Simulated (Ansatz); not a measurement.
Base system: Al in the fcc (Cu type) structure (space group Fm-3m, No. 225; a = 3.992 Å; relaxed with 0.1 eV smearing). Axes: x, y, z lie along the cube axes.

Method: Ansatz (a first-principles code), r2SCAN, PAW, cutoff 500 eV, no spin-orbit coupling, earlier PAW set.

Before the change:

```
Property                         Value
-----------------------------  -------
Shortest interatomic distance  2.823 Å
```

Perturbation: the cell is stretched by 0.31 % along y with no lateral relaxation; the atoms relax in the strained cell.

**Question.** How does this affect the shortest interatomic distance and stress?

**Answer.** The shortest interatomic distance remains 2.823 Å; the stress (xx, yy, zz, yz, xz, xy; compression positive) amounts to (-0.2, -0.4, -0.2, 0.0, 0.0, 0.0) GPa.

Whether these cells are dynamically stable was not tested.
